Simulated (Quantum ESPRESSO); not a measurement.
**Quick settings and what they miss: LuAgTe2 (P3m1, 4 atoms in the cell)**

Self-consistent single point.

```
LuAgTe2
1.0
    4.47478     0.00000     0.00000
   -2.23739     3.87527     0.00000
    0.00000     0.00000     7.54509
Lu Ag Te
1 1 2
Cartesian
  0.00000   0.00000   4.43734
  0.00000   2.58352   0.03169
  2.23739   1.29176   6.24099
  0.00000   2.58352   2.81379
```

Method of the run: PBEsol, PSlibrary ultrasoft (PBE) pseudopotentials (plane waves; Quantum ESPRESSO 7.5).

Base settings: ecutwfc = 50 Ry; ecutrho = 400 Ry; occupations = fixed; input_dft = pbesol; K_POINTS = automatic 5 5 3 0 0 0; nbnd = 21; conv_thr = 1e-09 Ry.

Tight run (finer mesh or higher cutoff; not a proven limit): ecutwfc: 50 Ry → 70 Ry; ecutrho: 400 Ry → 560 Ry; conv_thr: 1e-09 Ry → 7.3e-11 Ry; K_POINTS: automatic 5 5 3 0 0 0 → automatic 7 7 5 0 0 0. It gave top of the valence band (on the code's own zero) 6.01 eV; gap on the k-point mesh 1.15 eV; pressure -4.31 GPa; largest force (vector length) 0.186 eV/Å.

Quick runs, as changes from the base:
- A: the base itself
- B: ecutwfc: 50 Ry → 25 Ry; ecutrho: 400 Ry → 200 Ry; occupations: fixed → smearing; nbnd: 21 → default; input_dft: pbesol → default; pseudopotentials: {Lu: Lu.pbe-spdn-rrkjus_psl.1.0.0.UPF, Ag: Ag.pbe-n-rrkjus_psl.1.0.0.UPF, Te: Te.pbe-n-rrkjus_psl.1.0.0.UPF} → {Lu: Lu.pz-spdn-rrkjus_psl.1.0.0.UPF, Ag: Ag.pz-n-rrkjus_psl.1.0.0.UPF, Te: Te.pz-n-rrkjus_psl.1.0.0.UPF}; K_POINTS: automatic 5 5 3 0 0 0 → automatic 2 2 2 0 0 0; smearing: default → fd; and 1 further keys [LDA (PZ)]
- C: ecutwfc: 50 Ry → 35 Ry; ecutrho: 400 Ry → 280 Ry; occupations: fixed → smearing; nbnd: 21 → default; input_dft: pbesol → default; pseudopotentials: {Lu: Lu.pbe-spdn-rrkjus_psl.1.0.0.UPF, Ag: Ag.pbe-n-rrkjus_psl.1.0.0.UPF, Te: Te.pbe-n-rrkjus_psl.1.0.0.UPF} → {Lu: Lu.pz-spdn-rrkjus_psl.1.0.0.UPF, Ag: Ag.pz-n-rrkjus_psl.1.0.0.UPF, Te: Te.pz-n-rrkjus_psl.1.0.0.UPF}; K_POINTS: automatic 5 5 3 0 0 0 → automatic 4 4 4 1 1 1; smearing: default → cold; and 1 further keys [LDA (PZ)]
- D: ecutwfc: 50 Ry → 30 Ry; ecutrho: 400 Ry → 240 Ry; occupations: fixed → smearing; nbnd: 21 → default; K_POINTS: automatic 5 5 3 0 0 0 → automatic 6 6 6 0 0 0; smearing: default → fd; degauss: default → 0.0099958 Ry
- E: ecutwfc: 50 Ry → 25 Ry; ecutrho: 400 Ry → 200 Ry; input_dft: pbesol → default; conv_thr: 1e-09 Ry → 7.3e-05 Ry; pseudopotentials: {Lu: Lu.pbe-spdn-rrkjus_psl.1.0.0.UPF, Ag: Ag.pbe-n-rrkjus_psl.1.0.0.UPF, Te: Te.pbe-n-rrkjus_psl.1.0.0.UPF} → {Lu: Lu.pz-spdn-rrkjus_psl.1.0.0.UPF, Ag: Ag.pz-n-rrkjus_psl.1.0.0.UPF, Te: Te.pz-n-rrkjus_psl.1.0.0.UPF}; K_POINTS: automatic 5 5 3 0 0 0 → automatic 4 4 4 0 0 0 [LDA (PZ)]
- F: ecutwfc: 50 Ry → 40 Ry; ecutrho: 400 Ry → 320 Ry; K_POINTS: automatic 5 5 3 0 0 0 → automatic 2 2 2 0 0 0

Energies are extrapolated to zero smearing width, which holds to low order in the width alone (under cold and Methfessel-Paxton smearing the free energy itself is taken).

Dashes: energy of B, C, E, another energy zero; gap of B, no gap found; time of B, E, under 30 s; pressure of E, not trusted under this conv_thr with d or f elements.

Gaps are read on each run's own mesh, which may miss the band edges.

† marks runs with another functional, U, potentials or spin treatment: their distance from the tight run is not a convergence error alone.

The count of work is k-points × plane waves × bands × iterations; it is no time. Core times come from one kind of shared machine and are given to one figure; runs under 30 s give none.

The starting cell comes from a database of computed structures (which also holds hypothetical and non-ambient phases and stackings), without a prior relaxation at this level. Its lattice was rescaled by a random factor within 2.5 % of one. Spin-orbit coupling is off. In the base run, with a pressure of about -5 GPa the cell is away from its equilibrium volume at this level.

```
run  energy less tight (meV/atom)  pressure less tight (GPa)  largest miss in a force vector (eV/Å)  gap on the mesh less tight (eV)  count of work / tight  core time / tight (rough)
---  ----------------------------  -------------------------  -------------------------------------  -------------------------------  ---------------------  -------------------------
A                            24.0                      -0.23                                  0.011                           -0.002                   0.23                        0.4
B†                              –                     -40.10                                  0.401                                –                  0.025                          –
C†                              –                      -4.20                                  0.035                            0.224                   0.22                        0.3
D                           381.4                     -12.43                                  0.012                            0.000                   0.27                        0.2
E†                              –                          –                                  0.032                           -0.063                  0.044                          –
F                           251.2                       1.05                                  0.547                           -0.088                  0.059                        0.2
```

Among the runs at the tight run's level, the energy misses run from 24.0 to 381.4 meV/atom.
